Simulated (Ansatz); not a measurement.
The parent structure is ZrO$_{2}$ (space group P4_2/nmc, No. 137; a = 3.584 Å, c = 5.179 Å).

It is then changed as follows: cell and atoms relaxed at a pressure of 9 GPa.

Levels (all Ansatz, a program for electronic structure, PAW, earlier PAW set): PBEsol (420 eV, scalar-relativistic without spin-orbit coupling); PBEsol+SOC (420 eV, spin-orbit coupling included).

The geometry is relaxed with PBEsol.

| Quantity | Result |
|---|---|
| PBEsol gap character | indirect, A → Γ |
| PBEsol electron mass | 2.0 mₑ along c, 0.55 mₑ across (at Γ) |
| PBEsol smallest direct gap | 4.14 eV |
| PBEsol band gap | 3.98 eV |

Question: How does going to PBEsol+SOC change the gap character, electron mass, smallest direct gap and band gap?

Answer: The gap character stays indirect, A → Γ; the electron mass remains 2.0 mₑ along c, 0.55 mₑ across (at Γ); the smallest direct gap decreases by 0.01 eV (4.14 eV → 4.13 eV); the band gap is still 3.98 eV.

Single points use the geometry relaxed with PBEsol. Differences between runs with and without spin-orbit coupling are approximate. Load acts through the strain it causes; cell and atoms are relaxed under it. Effective masses come from finite differences of ±0.01 Å⁻¹. Whether these cells are dynamically stable was not tested. No other phases were tried under pressure. This is not the structure that ZrO2 has at room temperature and ambient pressure.
